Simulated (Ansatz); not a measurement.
Consider Al in the fcc (Cu type) structure (space group Fm-3m, No. 225; a = 3.992 Å; relaxed with 0.1 eV smearing). Axes: x, y, z lie along the cube axes.

Structures relaxed with Ansatz (a quantum-chemistry and plane-wave program), r2SCAN, PAW, cutoff 500 eV, without spin-orbit coupling, earlier PAW set.

Base:

Simulated powder pattern, Cu Kα1, λ = 1.54056 Å (kinematic, ideal powder, no thermal factors, no anomalous dispersion; the 14 strongest lines at most, above 2 %, up to 2θ = 90°):

| 2θ (°) | I/Imax (%) | hkl |
|---|---|---|
| 39.05 | 100 | (111) |
| 45.40 | 48 | (200) |
| 66.15 | 30 | (220) |
| 79.57 | 35 | (311) |
| 83.88 | 10 | (222) |

After one change:

Simulated powder pattern, Cu Kα1, λ = 1.54056 Å (kinematic, ideal powder, no thermal factors, no anomalous dispersion; the 14 strongest lines at most, above 2 %, up to 2θ = 90°):

| 2θ (°) | I/Imax (%) |
|---|---|
| 37.59 | 100 |
| 40.54 | 27 |
| 44.57 | 61 |
| 62.79 | 21 |
| 66.89 | 18 |
| 75.54 | 12 |
| 77.45 | 23 |
| 80.23 | 10 |
| 81.23 | 10 |
| 87.71 | 2.8 |

**Question.** Name the change that was made.
A) uniaxial strain ε_yy = −2.55 %
B) biaxial strain +4.76 %, plane normal [111], relaxed out of plane
C) tensor shear ε_xz = +2.81 %
D) uniaxial strain ε_zz = −1.52 %

**Answer.** B, biaxial strain +4.76 %, plane normal [111], relaxed out of plane. Its volume per atom is 16.84 Å³ against 15.91 Å³, and its space group is R-3m (No. 166).

Stability against distortions was not tested.
